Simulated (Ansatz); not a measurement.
The parent structure is CdSe in the zinc blende structure (space group F-43m, No. 216; a = 6.196 Å).

All numbers come from PBE in Ansatz (plane waves to 420 eV, PAW, scalar-relativistic without spin-orbit coupling), earlier PAW set.

Before the change:

| Quantity | Result |
|---|---|
| Band gap | 0.49 eV |
| Lattice parameter a | 11.710 bohr |
| Hole mass | 0.053, 0.73, 0.73 mₑ (at Γ) |

Modification: cell and atoms relaxed at a pressure of 7.5 GPa.

**Question.** How does this affect the band gap, lattice parameter a and hole mass?

**Answer.** The band gap goes up by 0.255 eV (0.49 eV → 0.75 eV); the lattice parameter a decreases by 0.4784 bohr to 11.231 bohr; the hole mass (degenerate bands, along [100]) becomes 0.072, 0.61, 0.61 mₑ (at Γ) (base: 0.053, 0.73, 0.73 mₑ (at Γ)).

Load acts through the strain it causes; cell and atoms are relaxed under it. Masses are band curvatures over ±0.01 Å⁻¹ around the edge. Stability against distortions was not tested. Tetrahedral semiconductors of this kind turn to denser phases somewhere between about 1 and 50 GPa; those were not computed, so compressed cells here can lie past the real transition.

Ansatz is a first-principles code.
